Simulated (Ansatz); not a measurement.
Mo2GeC (model structure, started from the MAX type, P6₃/mmc, No. 194, 8 atoms in the cell) was calculated with LDA (PAW; Ansatz, a program for electronic structure).

Run with plane-wave cutoff 520 eV, 24×24×4 k mesh (along the axes of the cell as run), Fermi–Dirac smearing 0.05 eV, no spin polarisation, scalar-relativistic PAW data made under PBE.

Cell (relaxed at this level):

```cif
data_C2Ge2Mo4
_chemical_formula_sum 'Ge2 Mo4 C2'
_space_group_name_H-M_alt 'P 1'
_space_group_IT_number 1
_cell_length_a 3.08841
_cell_length_b 3.08841
_cell_length_c 12.40453
_cell_angle_alpha 90.000
_cell_angle_beta 90.000
_cell_angle_gamma 120.000
loop_
_space_group_symop_operation_xyz
  'x, y, z'
loop_
_atom_site_label
_atom_site_type_symbol
_atom_site_fract_x
_atom_site_fract_y
_atom_site_fract_z
_atom_site_occupancy
Ge1 Ge 0.33333 0.66667 0.75000 1
Ge2 Ge 0.66667 0.33333 0.25000 1
Mo1 Mo 0.33333 0.66667 0.08989 1
Mo2 Mo 0.66667 0.33333 0.58989 1
Mo3 Mo 0.66667 0.33333 0.91011 1
Mo4 Mo 0.33333 0.66667 0.41011 1
C1 C 0.00000 0.00000 0.00000 1
C2 C 0.00000 0.00000 0.50000 1
```

Question: Predict the bulk modulus B0.

Answer: 
- bulk modulus B0: 240 GPa

Note: the run has no spin polarisation, so it can have missed a magnetic state; the bulk modulus is −V dP/dV from two relaxed cells at ±2 % in volume; the relaxation could raise the start's symmetry but not lower it, so the cell can be a saddle point.

It cost around 7 core-minutes (rough) of CPU time.

A model structure was made by putting elements into a prototype or built by hand; it is no filed structure, need not be a known phase, and can be a saddle point held by its symmetry.
